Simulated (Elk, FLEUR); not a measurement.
A FLEUR input for a self-consistent single point of AlCo (Pm-3m, 2 atoms in the cell) (DFT, PBE, all-electron FLAPW (FLEUR), scalar-relativistic valence):

Input of the input generator:

```
AlCo
&input film=f /
5.1764322869 0.0000000000 0.0000000000
0.0000000000 5.1764322869 0.0000000000
0.0000000000 0.0000000000 5.1764322869
1.0
1.0 1.0 1.0

2
13 0.0000000000 0.0000000000 0.0000000000
27 0.5000000000 0.5000000000 0.5000000000

&comp jspins=1 /
&kpt div1=9 div2=9 div3=9 /
&end /
```

```xml
<?xml version="1.0" encoding="UTF-8" standalone="no"?>
<fleurInput fleurInputVersion="0.39">
   <comment>
      AlCo                                                                                                
   </comment>
   <calculationSetup>
      <cutoffs Kmax="4.1" Gmax="16.4" GmaxXC="16.4" numbands="0"/>
      <scfLoop itmax="100" minDistance="0.00001" maxIterBroyd="40" imix="Anderson" alpha="0.05" precondParam="0.0" spinf="2.0"/>
      <coreElectrons ctail="T" frcor="F" kcrel="0" coretail_lmax="0"/>
      <xcFunctional name="pbe" relativisticCorrections="F"/>
      <magnetism jspins="1"/>
      <soc l_soc="F" theta="0.0" phi="0.0" spav="F"/>
      <expertModes spex="0" secvar="F"/>
      <geometryOptimization l_f="T" forcealpha="1.0" forcemix="BFGS" epsdisp="0.00001" epsforce="0.00001"/>
      <ldaU l_linMix="F" mixParam="0.05" spinf="1.0"/>
   </calculationSetup>
   <cell>
      <bzIntegration valenceElectrons="18.0" mode="gauss" fermiSmearingEnergy="0.00999582">
         <kPointListSelection listName="default-1"/>
         <!-- k-points included here -->
         <xi:include xmlns:xi="http://www.w3.org/2001/XInclude" href="kpts.xml"> </xi:include>
      </bzIntegration>
      <!-- symmetry operations included here -->
      <xi:include xmlns:xi="http://www.w3.org/2001/XInclude" href="sym.xml"> </xi:include>
      <bulkLattice scale="1.0">
         <bravaisMatrix>
            <row-1>    5.1764322868999999     0.0000000000000000     0.0000000000000000</row-1>
            <row-2>    0.0000000000000000     5.1764322868999999     0.0000000000000000</row-2>
            <row-3>    0.0000000000000000     0.0000000000000000     5.1764322868999999</row-3>
         </bravaisMatrix>
      </bulkLattice>
   </cell>
   <atomSpecies>
      <species name="Aluminum (Al)" element="Al" atomicNumber="13">
         <mtSphere radius="1.68" gridPoints="583" logIncrement="0.019"/>
         <atomicCutoffs lmax="6" lnonsphr="4"/>
         <electronConfig flipSpins="F">
            <coreConfig>(1s1/2) (2s1/2) (2p1/2) (2p3/2)</coreConfig>
            <valenceConfig>(3s1/2) (3p1/2) (3p3/2)</valenceConfig>
            <stateOccupation state="(3p1/2)" spinUp="0.1666666666667" spinDown="0.1666666666667"/>
            <stateOccupation state="(3p3/2)" spinUp="0.3333333333333" spinDown="0.3333333333333"/>
         </electronConfig>
         <energyParameters s="3" p="3" d="3" f="4"/>
      </species>
      <species name="Cobalt (Co)" element="Co" atomicNumber="27">
         <mtSphere radius="2.47" gridPoints="853" logIncrement="0.014"/>
         <atomicCutoffs lmax="10" lnonsphr="8"/>
         <electronConfig flipSpins="F">
            <coreConfig>(1s1/2) (2s1/2) (2p1/2) (2p3/2) (3s1/2)</coreConfig>
            <valenceConfig>(3p1/2) (3p3/2) (4s1/2) (3d3/2) (3d5/2)</valenceConfig>
            <stateOccupation state="(3d3/2)" spinUp="1.4" spinDown="1.4"/>
            <stateOccupation state="(3d5/2)" spinUp="2.1" spinDown="2.1"/>
         </electronConfig>
         <energyParameters s="4" p="4" d="3" f="4"/>
         <lo type="SCLO" l="1" n="3" eDeriv="0"/>
      </species>
   </atomSpecies>
   <atomGroups>
      <atomGroup species="Aluminum (Al)">
         <relPos label="                   1">.0000000000 .0000000000 .0000000000</relPos>
         <force calculate="T" relaxXYZ="TTT"/>
      </atomGroup>
      <atomGroup species="Cobalt (Co)">
         <relPos label="                   2">1.000/2.000 1.000/2.000 1.000/2.000</relPos>
         <force calculate="T" relaxXYZ="TTT"/>
      </atomGroup>
   </atomGroups>
   <output dos="F" band="F" slice="F">
      <checks vchk="F" cdinf="F"/>
      <bandDOS minEnergy="-.5*Htr" maxEnergy="0.5*Htr" sigma="0.015" storeEVData="T"/>
      <vacuumDOS vacdos="F" integ="F" star="F" nstars="0" locx1="0.0" locy1="0.0" locx2="0.0" locy2="0.0" nstm="0" tworkf="0.0"/>
      <unfoldingBand unfoldBand="F" supercellX="1" supercellY="1" supercellZ="1"/>
      <plotting iplot="0" polar="F">
         <plot TwoD="T" vec1="  1.0  0.0  0.0" vec2="  0.0  1.0  0.0" vec3="  0.0  0.0  1.0" zero="  0.0  0.0  0.0" file="plot"/>
      </plotting>
      <chargeDensitySlicing numkpt="0" minEigenval="0.0" maxEigenval="0.0" nnne="0" pallst="F"/>
      <specialOutput eonly="F"/>
      <magneticCircularDichroism mcd="F" energyLo="-10.0" energyUp="0.0"/>
   </output>
  <!-- We include the file relax.xml here to enable relaxations (see documentation) -->
  <xi:include xmlns:xi="http://www.w3.org/2001/XInclude" href="relax.xml"> <xi:fallback/> </xi:include>
</fleurInput>
```

Task: Write the same calculation as an input for Elk.

Result: One input that does it (others would too):

```
tasks
  0

xctype
  20

rgkmax
  7.0

rmtscf
  0.93

stype
  0

swidth
  0.00999582

avec
    5.1764322869    0.0000000000    0.0000000000
    0.0000000000    5.1764322869    0.0000000000
    0.0000000000    0.0000000000    5.1764322869

sppath
  './'

atoms
  2   : nspecies
  'Al.in'   : spfname
  1   : natoms; atposl, bfcmt below
  0.0000000000  0.0000000000  0.0000000000    0.0 0.0 0.0
  'Co.in'   : spfname
  1   : natoms; atposl, bfcmt below
  0.5000000000  0.5000000000  0.5000000000    0.0 0.0 0.0

ngridk
  9 9 9
```

Basis settings and potentials, where a program has them, do not carry over. This input uses DFT, PBE, all-electron FP-LAPW, Elk's shipped species files, default APW+lo basis.

The starting cell comes from a database of computed structures (which also holds hypothetical and non-ambient phases and stackings), without a prior relaxation at this level. Its lattice was rescaled by a random factor within 2.5 % of one. For this run, on top of that: lattice scaled by 0.98.
